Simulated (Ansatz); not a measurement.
Electronic density of states of amorphous Ti₂₀O₃₈, density 3.81 g/cm³, on a 2×2×2 Γ-centred mesh with a Gaussian width of 0.1 eV; energies count from the Fermi level. Cell and mesh are small, so fine structure isn't converged. Method: PBE, scalar-relativistic without spin-orbit coupling (plane waves to 420 eV, PAW; Ansatz, a program for electronic structure). Sampling: a 2×2×2 Γ-centred mesh; Fermi-Dirac width 0.02 eV; no spin polarisation. The usual formal charges leave 4 electrons over, so the level spacing at the Fermi energy parts defect or band states and needn't be the band gap. The spare electrons fill defect levels or the bottom of the conduction band, and the levels at the Fermi energy are partly filled.

A CHGNet melt-quench gave the starting glass, which DFT then relaxed. O atoms were pushed apart under 1.9 Å during the dynamics, to hinder bonds among them. The hot cell started wider than the set density and was brought back towards it in steps. It is the lowest in DFT energy of 2 quenches. It is a model cell: composition and starting density were chosen by hand, and all elements were melted together. No dispersion term was used. Its density started from a set value of 3.88 and ended at 3.81 g/cm³. Cooling (nominally 240 K/ps over its main leg) ran many orders faster than in experiment, which tends to leave more defects and strain. Values belong to this one cell and scatter from quench to quench. The volume was free in the relaxation, at fixed shape. Stress components on the final sampling reach 1.8 GPa. On a 2×2×2 Γ-centred mesh force components of up to 0.12 eV/Å stay, since the relaxation ran on one k-point at (1/4, 1/4, 1/4).

(E - EF (eV), states/(eV atom)): (-12.00, 0.00); (-11.90, 0.00); (-11.80, 0.00); (-11.70, 0.00); (-11.60, 0.00); (-11.50, 0.00); (-11.40, 0.00); (-11.30, 0.00); (-11.20, 0.00); (-11.10, 0.00); (-11.00, 0.00); (-10.90, 0.00); (-10.80, 0.00); (-10.70, 0.00); (-10.60, 0.00); (-10.50, 0.00); (-10.40, 0.00); (-10.30, 0.00); (-10.20, 0.00); (-10.10, 0.00); (-10.00, 0.00); (-9.90, 0.00); (-9.80, 0.00); (-9.70, 0.00); (-9.60, 0.00); (-9.50, 0.00); (-9.40, 0.00); (-9.30, 0.00); (-9.20, 0.00); (-9.10, 0.00); (-9.00, 0.00); (-8.90, 0.00); (-8.80, 0.00); (-8.70, 0.00); (-8.60, 0.00); (-8.50, 0.00); (-8.40, 0.00); (-8.30, 0.00); (-8.20, 0.00); (-8.10, 0.00); (-8.00, 0.00); (-7.90, 0.00); (-7.80, 0.00); (-7.70, 0.04); (-7.60, 0.17); (-7.50, 0.32); (-7.40, 0.45); (-7.30, 0.49); (-7.20, 0.50); (-7.10, 0.60); (-7.00, 0.73); (-6.90, 0.77); (-6.80, 0.84); (-6.70, 0.91); (-6.60, 0.87); (-6.50, 0.96); (-6.40, 1.00); (-6.30, 0.96); (-6.20, 0.92); (-6.10, 0.95); (-6.00, 1.02); (-5.90, 1.05); (-5.80, 0.98); (-5.70, 0.90); (-5.60, 0.83); (-5.50, 0.79); (-5.40, 0.77); (-5.30, 0.77); (-5.20, 0.83); (-5.10, 0.88); (-5.00, 0.87); (-4.90, 0.83); (-4.80, 0.89); (-4.70, 0.84); (-4.60, 0.84); (-4.50, 0.86); (-4.40, 0.85); (-4.30, 0.85); (-4.20, 0.88); (-4.10, 0.86); (-4.00, 0.85); (-3.90, 0.88); (-3.80, 0.88); (-3.70, 0.89); (-3.60, 0.99); (-3.50, 1.01); (-3.40, 0.87); (-3.30, 0.81); (-3.20, 0.81); (-3.10, 0.74); (-3.00, 0.61); (-2.90, 0.42); (-2.80, 0.37); (-2.70, 0.26); (-2.60, 0.07); (-2.50, 0.00); (-2.40, 0.00); (-2.30, 0.00); (-2.20, 0.00); (-2.10, 0.00); (-2.00, 0.00); (-1.90, 0.00); (-1.80, 0.00); (-1.70, 0.00); (-1.60, 0.00); (-1.50, 0.00); (-1.40, 0.00); (-1.30, 0.00); (-1.20, 0.00); (-1.10, 0.00); (-1.00, 0.00); (-0.90, 0.00); (-0.80, 0.00); (-0.70, 0.00); (-0.60, 0.00); (-0.50, 0.00); (-0.40, 0.02); (-0.30, 0.12); (-0.20, 0.22); (-0.10, 0.23); (0.00, 0.29); (0.10, 0.41); (0.20, 0.63); (0.30, 0.85); (0.40, 0.93); (0.50, 0.95); (0.60, 0.98); (0.70, 1.04); (0.80, 1.13); (0.90, 1.16); (1.00, 1.09); (1.10, 1.05)
